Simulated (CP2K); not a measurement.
A self-consistent single point of InH (P6_3mc, 4 atoms in the cell) with CP2K.

Computed with LDA (Pade form), GPW, DZVP-MOLOPT-SR-GTH basis, GTH-PADE potentials (GTH_POTENTIALS) in CP2K 2026.2.

```
CELL_PARAMETERS angstrom
      3.43086     0.00000     0.00000
     -1.71543     2.97121     0.00000
      0.00000     0.00000     6.74451
ATOMIC_POSITIONS crystal
  In 0.33333 0.66667 0.34358
  In 0.66667 0.33333 0.84358
  H  0.33333 0.66667 0.03142
  H  0.66667 0.33333 0.53142
```

Reference input (self-consistent single point, DFT PBEsol, GPW, DZVP-MOLOPT-SR-GTH basis, GTH-PBE potentials (GTH_POTENTIALS)): CUTOFF = 500 Ry; REL_CUTOFF = 50 Ry; SMEAR/METHOD = GAUSSIAN; SIGMA = 0.136 eV; KPOINTS/SCHEME = MONKHORST-PACK 8 8 4; GAMMA_CENTERED = T; XC_FUNCTIONAL = PBE:PBESOL; In/BASIS_SET = DZVP-MOLOPT-SR-GTH-q13; In/POTENTIAL = GTH-PBE-q13; H/BASIS_SET = DZVP-MOLOPT-SR-GTH-q1; H/POTENTIAL = GTH-PBE-q1; METHOD = GPW. This run's input differs from it in these lines:

```diff
@@ -44,6 +44,3 @@
     &XC
-      &XC_FUNCTIONAL
-        &PBE
-          PARAMETRIZATION PBESOL
-        &END PBE
+      &XC_FUNCTIONAL PADE
       &END XC_FUNCTIONAL
@@ -80,3 +77,3 @@
       BASIS_SET DZVP-MOLOPT-SR-GTH-q13
-      POTENTIAL GTH-PBE-q13
+      POTENTIAL GTH-PADE-q13
     &END KIND
@@ -84,3 +81,3 @@
       BASIS_SET DZVP-MOLOPT-SR-GTH-q1
-      POTENTIAL GTH-PBE-q1
+      POTENTIAL GTH-PADE-q1
     &END KIND
```

Output, abridged:

```
 SCF WAVEFUNCTION OPTIMIZATION

  Step     Update method      Time    Convergence         Total energy    Change
     1 NoMix/Diag. 0.30E+00      -     0.63404721      -113.7077468254 -1.14E+02
     2 Broy./Diag. 0.30E+00      -     0.02181827      -114.4893096740 -7.82E-01
     3 Broy./Diag. 0.30E+00      -     0.05759328      -114.0688416146  4.20E-01
     4 Broy./Diag. 0.30E+00      -     0.00494104      -113.8887159025  1.80E-01
     5 Broy./Diag. 0.30E+00      -     0.01424682      -113.8710703914  1.76E-02
     6 Broy./Diag. 0.30E+00      -     0.00199247      -113.8448658367  2.62E-02
   [... 4 lines left out ...]
    11 Broy./Diag. 0.30E+00      -     0.00000981      -113.8339523522  9.97E-05
    12 Broy./Diag. 0.30E+00      -     0.00000693      -113.8339402455  1.21E-05
    13 Broy./Diag. 0.30E+00      -     0.00000160      -113.8339628127 -2.26E-05
    14 Broy./Diag. 0.30E+00      -     0.00000096      -113.8339638691 -1.06E-06
  *** SCF run converged in    14 steps ***

  Overlap energy of the core charge distribution:               0.00000000001424
  Self energy of the core charge distribution:               -182.72290946409882
  Core Hamiltonian energy:                                     56.63577814165027
  Hartree energy:                                              27.46550704786164
  Exchange-correlation energy:                                -15.21143366177671
  Smearing free energy correction:                             -0.00090593245940
  Fermi energy:                                                 0.17216273294889

  Total energy:                                              -113.83396386912389
  Total energy (extrapolated to sigma->0):                   -113.83351090289419

   [... lines left out ...]

 STRESS| Analytical stress tensor [bar]
 STRESS|                        x                   y                   z
 STRESS|      x       -3.83590133343E+04  -2.88763986625E-01   4.83333514124E-07
 STRESS|      y       -2.88763986625E-01  -3.83593508917E+04  -1.69572374437E-02
 STRESS|      z        4.83333514124E-07  -1.69572374437E-02  -4.37346455835E+04
 STRESS| 1/3 Trace                                            -4.01510032698E+04
```

The run converged in 14 iterations. Against the reference run the pressure goes from -2.73 to -4.02 GPa and the largest force moves little (0.069 to 0.070 eV/Å).

The starting cell comes from a database of computed structures (which also holds hypothetical and non-ambient phases and stackings), without a prior relaxation at this level. Values carry the incompleteness of an atom-centred basis. With a pressure of about -4 GPa the cell is away from its equilibrium volume at this level.

Cost on one core of a shared machine: roughly 40 s.
